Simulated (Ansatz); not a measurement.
A working Ansatz (an electronic-structure program) input for CoTc3 (P6_3/mmc, 8 atoms in the cell) (DFT, PBEsol, plane waves, default PAW files made with PBE):

Ansatz 0.2 input:
```yaml
# CoTc3
crystal:
  lattice:
    - [5.32992000, 0.00000000, 0.00000000]
    - [-2.66496000, 4.61584600, 0.00000000]
    - [0.00000000, 0.00000000, 4.28072000]
  atoms:
    - { symbol: Co, position_ang: [-0.00000266, 3.07723221, 3.21054000], spin: 3.0 }
    - { symbol: Co, position_ang: [2.66496266, 1.53861379, 1.07018000], spin: 3.0 }
    - { symbol: Tc, position_ang: [0.00000000, 1.54136945, 1.07018000] }
    - { symbol: Tc, position_ang: [2.66496000, 3.07447655, 3.21054000] }
    - { symbol: Tc, position_ang: [3.99505486, 0.77068473, 3.21054000] }
    - { symbol: Tc, position_ang: [-1.33009486, 3.84516127, 1.07018000] }
    - { symbol: Tc, position_ang: [1.33009486, 3.84516127, 1.07018000] }
    - { symbol: Tc, position_ang: [1.33486514, 0.77068473, 3.21054000] }
kpoints:
  mp_grid:
    grid: [6, 6, 6]
hamiltonian:
  xc: pbesol
  pseudopotentials:
    kind: paw
magnetization:
  spin_polarized: true
scf:
  occupations:
    method: methfessel_paxton
    width: 0.1
output:
  forces: true
  eigenvalues: true
  stress: true
```

The run converged in 31 iterations: free energy E − TS (on the zero of these files) -42212.6401 eV; Fermi level (on the code's own zero) 21.96 eV; pressure -5.39 GPa; largest force (vector length) 0.040 eV/Å; size of the cell's spin moment 0.32 μB. Each of these slips is then made, one at a time:

(1)
```diff
+  max_iter: 40
+  convergence:
+    dr2_threshold: 1.0e-22 eV
```

(2)
```diff
+  convergence:
+    dr2_threshold: 1.0e-02 eV
```

Problem. Predict the outcome of each change.

Solution. 
(1) A threshold far tighter than needed, beside a limit on iterations. The run ended unconverged after 40 iterations.
```
did not converge after 40 iterations: dr2 = 5.73e-22 (threshold 1.00e-22), under the density mixer `msr1`, which `scf.mixing.algorithm: auto` chose by the deck's other keys (a typed `msr1` with `scf.mixing.negative_modes: turned` turns such directions too, except where a hybrid's exchange operator stays frozen); raise `scf.max_iter`, which need not [...]
```

(2) A convergence threshold that is too loose. The run converged in 25 iterations without an error; against the sound input the free energy stays essentially unchanged (within 1 meV/atom), the pressure hardly changes (-5.39 to -5.41 GPa), the largest force goes from 0.040 to 0.045 eV/Å and the size of the net moment hardly changes (0.04 to 0.03 μB/atom).

The starting cell comes from a database of computed structures (which also holds hypothetical and non-ambient phases and stackings), without a prior relaxation at this level. The moments shrank to a small part of their start, a low-spin state that need not be the lowest. The program warned that a starting moment was not kept. In the base run, with a pressure of about -5 GPa the cell is away from its equilibrium volume at this level. Ansatz's pressure includes its estimate of the finite-basis (Pulay) stress.

Left out of this page: 1 run of the series stopped by limits of time or memory; 3 runs of the series outside the window shown, repeating another row's setting, or not comparable; 1 run of the series unsound by tests on forces, stress, charge or solver warnings.
